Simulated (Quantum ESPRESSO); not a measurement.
Worked example: self-consistent single point of Mg6NbCu (Amm2, 8 atoms in the cell) in Quantum ESPRESSO.

Method of the run: Wu-Cohen GGA, SSSP 1.1.2 efficiency (PBE) pseudopotentials (plane waves; Quantum ESPRESSO 7.5).

```
CELL_PARAMETERS angstrom
      4.81644     0.00000     0.00000
      0.00000     2.98699     5.47439
      0.00000    -2.98699     5.47439
ATOMIC_POSITIONS crystal
  Mg 0.50000 0.67540 0.17480
  Mg 0.50000 0.17480 0.67540
  Mg 0.00000 0.82966 0.33688
  Mg 0.00000 0.33688 0.82966
  Mg 0.00000 0.31509 0.31509
  Mg 0.00000 0.82715 0.82715
  Nb 0.50000 0.67680 0.67680
  Cu 0.50000 0.16422 0.16422
```

Reference input (self-consistent single point, DFT, PBEsol, plane waves, SSSP 1.1.2 efficiency (PBE) pseudopotentials): ecutwfc = 50 Ry; ecutrho = 400 Ry; occupations = smearing; smearing = mp; degauss = 0.0036749 Ry; input_dft = pbesol; K_POINTS = automatic 4 4 4 0 0 0; conv_thr = 1e-11 Ry. This run's input differs from it in these lines:

```diff
@@ -18,3 +18,3 @@
    degauss = 0.0036749,
-   input_dft = 'pbesol',
+   input_dft = 'wc',
 /
```

The program printed (abridged):

```
     Self-consistent Calculation

     iteration #  1     ecut=    50.00 Ry     beta= 0.70

---- Real-time Memory Report at c_bands before calling an iterative solver
           509 MiB given to the printing process from OS
           144 MiB allocation reported by mallinfo(arena+hblkhd)
------------------

     total energy              =    -934.39894557 Ry
     estimated scf accuracy    <       2.46519690 Ry

     iteration #  2     ecut=    50.00 Ry     beta= 0.70

---- Real-time Memory Report at c_bands before calling an iterative solver
           595 MiB given to the printing process from OS
   [... lines left out ...]

---- Real-time Memory Report at c_bands before calling an iterative solver
           611 MiB given to the printing process from OS
           210 MiB allocation reported by mallinfo(arena+hblkhd)
------------------

     total energy              =    -936.01001563 Ry
     estimated scf accuracy    <          1.9E-11 Ry

     iteration # 19     ecut=    50.00 Ry     beta= 0.70

---- Real-time Memory Report at c_bands before calling an iterative solver
           611 MiB given to the printing process from OS
           210 MiB allocation reported by mallinfo(arena+hblkhd)
------------------
     End of self-consistent calculation

     the Fermi energy is     6.3035 ev

!    total energy              =    -936.01001563 Ry
     estimated scf accuracy    <          2.5E-12 Ry
     smearing contrib. (-TS)   =      -0.00009670 Ry
     internal energy E=F+TS    =    -936.00991894 Ry

      -> PAW hartree energy AE =      73.60784912 Ry
      -> PAW hartree energy PS =     -73.22049510 Ry
      -> PAW xc energy AE      =    -428.66509937 Ry
      -> PAW xc energy PS      =      35.25530918 Ry
      -> total E_H with PAW    =     284.92206298 Ry
      -> total E_XC with PAW   =    -470.35635986 Ry

     convergence has been achieved in  19 iterations

     Forces acting on atoms (cartesian axes, Ry/au):

     atom    1 type  1   force =     0.00000000    0.00076487    0.00049575
   [... lines left out ...]

     Total force =     0.006351     Total SCF correction =     0.000002

          total   stress  (Ry/bohr**3)                   (kbar)     P=      -15.38
  -0.00012868   0.00000000   0.00000000          -18.93        0.00        0.00
   0.00000000  -0.00013193   0.00000000            0.00      -19.41        0.00
   0.00000000   0.00000000  -0.00005301            0.00        0.00       -7.80

   JOB DONE.
```

The run converged in 19 iterations. Against the reference run the pressure goes from -1.67 to -1.54 GPa and the largest force stays at 0.114 eV/Å. The full log also holds: “c_bands:  5 eigenvalues not converged”. The full log also holds: “c_bands:  2 eigenvalues not converged”.

The starting cell comes from a database of computed structures (which also holds hypothetical and non-ambient phases and stackings), without a prior relaxation at this level. Spin polarisation is off.

Cost on one core of a shared machine: roughly 4 min.
